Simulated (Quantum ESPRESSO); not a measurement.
## A series of runs on Ta5Sb4 (I4/m, 9 atoms in the cell)

```
CELL_PARAMETERS angstrom
      5.21101    -5.21101     1.69924
      5.21101     5.21101     1.69924
     -5.21101    -5.21101     1.69924
ATOMIC_POSITIONS crystal
  Ta 0.39473 0.95391 0.65136
  Ta 0.60527 0.04609 0.34864
  Ta 0.69745 0.34864 0.95391
  Ta 0.30255 0.65136 0.04609
  Ta 0.00000 0.00000 0.00000
  Sb 0.68758 0.67741 0.63501
  Sb 0.31242 0.32259 0.36499
  Sb 0.95760 0.36499 0.67741
  Sb 0.04240 0.63501 0.32259
```

Base run A: PBEsol, GBRV 1.5 ultrasoft (PBESOL) pseudopotentials (Quantum ESPRESSO 7.5), self-consistent single point.

Its settings: ecutwfc = 40 Ry; ecutrho = 320 Ry; occupations = smearing; smearing = methfessel-paxton; degauss = 0.0147 Ry; potentials = {Ta: ta_pbesol_v1.uspp.F.UPF, Sb: sb_pbesol_v1.4.uspp.F.UPF}; K_POINTS = automatic 7 7 7 0 0 0; conv_thr = 1e-10 Ry; mixing_beta = 0.7.

The starting cell comes from a database of computed structures (which also holds hypothetical and non-ambient phases and stackings), without a prior relaxation at this level. Spin polarisation is off. In the base run, with a pressure of about -6 GPa the cell is away from its equilibrium volume at this level.

ΔF is the free energy per atom less that of run A. 

```
run  mixing_ndim  ΔF (meV/atom)  pressure (GPa)  largest force (eV/Å)  iterations
---  -----------  -------------  --------------  --------------------  ----------
A        default           0.00           -6.21                 0.211          14
B              2           0.00           -6.21                 0.211          24
C              4           0.00           -6.21                 0.211          14
D              6           0.00           -6.21                 0.211          13
E             12           0.00           -6.21                 0.211          14
F             16           0.00           -6.21                 0.211          14
```

Runs B, C, D, E, F gave the same state as A (within 1 meV/atom). The fewest iterations to that state were 13 (D); the most were 24.
